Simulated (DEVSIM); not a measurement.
Device: Si p-i-n diode, at 300 K.

| layer (left to right) | material | thickness (μm) | Nd (cm⁻³) | Na (cm⁻³) | τn (s) | τp (s) |
|---|---|---|---|---|---|---|
| 1 | Si | 1.30 | - | 6.1e18 | 3.5e-6 | 3.5e-6 |
| 2 | Si | 0.430 | 7e13 | - | 3.5e-6 | 3.5e-6 |
| 3 | Si | 0.280 | 2.5e18 | - | 3.5e-6 | 3.5e-6 |

Left contact: ohmic. Right contact: ohmic. Voltage is applied to the left contact. Recombination: SRH at mid-gap, radiative. Mobility is μmin + (μ − μmin)/(1 + (N/Nref)^α).

Constants are typed, rounded textbook-type inputs, not results; the design itself was drawn at random and stands for no fabricated device. Values at 300 K.

| parameter | Si |
|---|---|
| gap (eV) | 1.124 |
| affinity (eV) | 4.05 |
| permittivity | 11.7 |
| Nc (cm⁻³) | 2.86e19 |
| Nv (cm⁻³) | 3.1e19 |
| μn (cm²/Vs) | 1417 |
| μp (cm²/Vs) | 470 |
| μn,min | 52 |
| μp,min | 45 |
| Nref,n | 9.7e16 |
| Nref,p | 2.2e17 |
| αn | 0.68 |
| αp | 0.72 |
| B (cm³/s) | 4.7e-15 |

Model (solved in DEVSIM): 1D drift-diffusion, Boltzmann statistics, complete ionisation; no tunnelling, impact ionisation, image-force lowering or self-heating.

Question: Give the dark forward current.

Answer: 
```csv
V (V),J (A/cm²)
0.05,2.0e-9
0.10,7.4e-9
0.20,6.8e-8
0.25,2.1e-7
0.35,2.3e-6
0.40,9.6e-6
0.45,4.7e-5
0.55,0.0016
0.60,0.011
0.65,0.071
0.75,3.3
0.80,23
0.90,970
0.95,5000
```
